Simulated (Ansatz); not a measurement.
System: interstitial Zn in wurtzite GaN (charge state +2). These are PBE, PAW (plane waves to 420 eV; Ansatz, an electronic-structure program) values and carry that method's errors.

Cell of 72 host sites held at the relaxed PBE lattice; one k-point at (0.125, 0.250, 0.250); Fermi-Dirac width 0.01 eV, spin-restricted; finite-size errors left in. Energies are static. The charge state is imposed; whether it is stable for some Fermi level was not computed. Sites that were not tried may lie lower.

Barriers: single points on a 2×2×2 k-point mesh shifted by half a step along c at the bands' geometries.

A. Zn moves alone to another site; the atom moves 3.22 Å along (1.00, 1.00, 0.00) of the unit cell; the moving atom starts with neighbours 2 Ga at 2.40, Ga at 2.41, 3 Ga at 2.53; 3 N at 2.01, N at 2.60, N at 2.61 Å and ends with 2 Ga at 2.40, Ga at 2.41, 3 Ga at 2.53; 3 N at 2.01, 2 N at 2.60 Å; saddle order first order.
B. Zn moves alone to another site; the atom moves 2.61 Å along (0.00, 0.00, -0.50) of the unit cell; the moving atom starts with neighbours 2 Ga at 2.40, Ga at 2.41, 3 Ga at 2.53; 3 N at 2.01, N at 2.60, N at 2.61 Å and ends with 2 Ga at 2.40, Ga at 2.41, 3 Ga at 2.53; 3 N at 2.01, N at 2.60, N at 2.60 Å; saddle order first order.

Q: Order them by forward barrier (lowest first) at the level PBE, PAW.

A: A (0.69 eV), B (1.27 eV)
